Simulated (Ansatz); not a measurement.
Levels about the gap of amorphous Al12Ta10O43 (65 atoms in a cell of 833 Å³, 5.63 g/cm³; zone centre alone, so wide bands show as single levels with stretches between that a denser mesh fills), at the geometry that PBE relaxed, where it gives 0.0 GPa on a denser mesh. The participation number counts the atoms over which a state spreads; weights are charges in smoothed Voronoi cells. The levels come from a single point, so bond lengths are those of that geometry. Method of the levels: r2SCAN, scalar-relativistic without spin-orbit coupling (Ansatz, a first-principles code). Sampling: the zone centre alone; Fermi-Dirac width 0.02 eV; no spin polarisation. At PBE the levels at both edges of the gap are localised (band-tail or defect states).

The cell was made by melting and quenching with the CHGNet potential and then relaxed with DFT. O atoms were pushed apart under 1.9 Å during the dynamics, to hinder bonds among them. The hot cell started wider than the set density and was brought back towards it in steps. It is the lowest in DFT energy of 2 quenches. It is a model cell: composition and starting density were chosen by hand, and all elements were melted together. No dispersion term was used. Its density started from a set value of 5.90 and ended at 5.63 g/cm³. Cooling (nominally 240 K/ps over its main leg) ran many orders faster than in experiment, which tends to leave more defects and strain. One small periodic cell is one sample of the glass; other quenches scatter about these values. Volume and shape were free in the relaxation.

```json
[
 {"E - E(highest filled), eV": "-0.32", "filling": "filled", "participation number": "20.7", "largest on": "O, 3 neighbours", "weight O": "0.95", "weight Ta": "0.03", "weight Al": "0.02"},
 {"E - E(highest filled), eV": "-0.28", "filling": "filled", "participation number": "18.1", "largest on": "O, 3 neighbours", "weight O": "0.95", "weight Ta": "0.02", "weight Al": "0.02"},
 {"E - E(highest filled), eV": "-0.22", "filling": "filled", "participation number": "13.9", "largest on": "O, 2 neighbours", "weight O": "0.95", "weight Ta": "0.02", "weight Al": "0.02"},
 {"E - E(highest filled), eV": "-0.14", "filling": "filled", "participation number": "15.9", "largest on": "O, 2 neighbours", "weight O": "0.95", "weight Ta": "0.02", "weight Al": "0.02"},
 {"E - E(highest filled), eV": "-0.11", "filling": "filled", "participation number": "18.6", "largest on": "O, 2 neighbours", "weight O": "0.96", "weight Ta": "0.02", "weight Al": "0.02"},
 {"E - E(highest filled), eV": "-0.05", "filling": "filled", "participation number": "9.8", "largest on": "O, 3 neighbours", "weight O": "0.96", "weight Ta": "0.02", "weight Al": "0.02"},
 {"E - E(highest filled), eV": "0.00", "filling": "filled", "participation number": "10.9", "largest on": "O, 3 neighbours", "weight O": "0.96", "weight Ta": "0.02", "weight Al": "0.02"},
 {"E - E(highest filled), eV": "4.02", "filling": "empty", "participation number": "4.9", "largest on": "Ta, 5 neighbours", "weight O": "0.33", "weight Ta": "0.65", "weight Al": "0.03"},
 {"E - E(highest filled), eV": "4.13", "filling": "empty", "participation number": "7.9", "largest on": "Ta, 6 neighbours", "weight O": "0.31", "weight Ta": "0.66", "weight Al": "0.02"},
 {"E - E(highest filled), eV": "4.20", "filling": "empty", "participation number": "7.8", "largest on": "Ta, 5 neighbours", "weight O": "0.36", "weight Ta": "0.61", "weight Al": "0.04"},
 {"E - E(highest filled), eV": "4.25", "filling": "empty", "participation number": "11.9", "largest on": "Ta, 7 neighbours", "weight O": "0.34", "weight Ta": "0.64", "weight Al": "0.02"},
 {"E - E(highest filled), eV": "4.39", "filling": "empty", "participation number": "11.2", "largest on": "Ta, 6 neighbours", "weight O": "0.34", "weight Ta": "0.64", "weight Al": "0.02"},
 {"E - E(highest filled), eV": "4.46", "filling": "empty", "participation number": "14.2", "largest on": "Ta, 6 neighbours", "weight O": "0.33", "weight Ta": "0.66", "weight Al": "0.02"},
 {"E - E(highest filled), eV": "4.50", "filling": "empty", "participation number": "15.9", "largest on": "Ta, 6 neighbours", "weight O": "0.35", "weight Ta": "0.64", "weight Al": "0.02"}
]
```

Most localised among these is the empty level at +4.02 eV, on a Ta atom, which has 5 neighbours (O 1.83 Å, O 1.89 Å, O 1.97 Å, O 2.01 Å, O 2.10 Å).
